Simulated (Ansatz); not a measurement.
# A constructed model of the (111) surface of fcc Ir, a pseudomorphic layer of Mg in the host's stacking (bottom of the slab: a bare face, its two planes held)

Computed with PBE (plane waves to 420 eV, PAW; Ansatz, a quantum-chemistry and plane-wave program).

Model: 7-atom slab, 13.7 Å thick at the start with caps and adatoms (thin: gaps and levels are the slab's own), 16x16x1 mesh, Fermi-Dirac 0.1 eV, dipole correction, 2 atoms held, the rest relaxed; start symmetry kept, larger cells not searched; no spin, no spin-orbit, no U. In PBE it lies 0.02 eV a 1x1 cell over the lowest computed structure of the same composition (a pseudomorphic layer of Mg in the other hollow).

```json
{
  "work_function_of_the_top_face": "4.12 eV",
  "energy_released_by_relaxation": "0.065 eV",
  "cost": "roughly 2.7 core-minutes"
}
```
